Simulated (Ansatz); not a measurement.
**monolayer HfS2: band-edge transport data**

```yaml
crystal:
  lattice:
    - [3.57914, 0.00000, 0.00000]
    - [-1.78957, 3.09962, 0.00000]
    - [0.00000, 0.00000, 18.93792]
  atoms:
    - { symbol: Hf, position: [0.00000, 0.00000, 0.50000] }
    - { symbol: S, position: [0.33333, 0.66667, 0.57809] }
    - { symbol: S, position: [0.66667, 0.33333, 0.42191] }
```

The numbers are results of PBE with spin-orbit coupling, rigid bands (plane waves, PAW; Ansatz, a first-principles code), not measurements. Condition of this run: biaxial strain -2 % with spin-orbit coupling. Geometry: cell and atoms relaxed with PBE, then loaded as said.

* **band gap**: 0.99 eV
* **electron conductivity mass (300 K, dilute)**: 0.40 mₑ
* **hole conductivity mass (300 K, dilute)**: 0.30 mₑ
* **effective density of states N_c (300 K)**: 2.2e13 cm⁻²
* **effective density of states N_v (300 K)**: 3.0e12 cm⁻²
* **Seebeck coefficient, n-type 1.9e12 cm⁻², 300 K**: -380 μV/K
* **Seebeck coefficient, p-type 1.9e12 cm⁻², 300 K**: 208 μV/K

Rigid bands; masses and Seebeck coefficients take one relaxation time τ for all states and one kind of carrier; polarons and phonon drag are left out.

Model free-standing layer, not matched to a measured one here: monolayer HfS2.
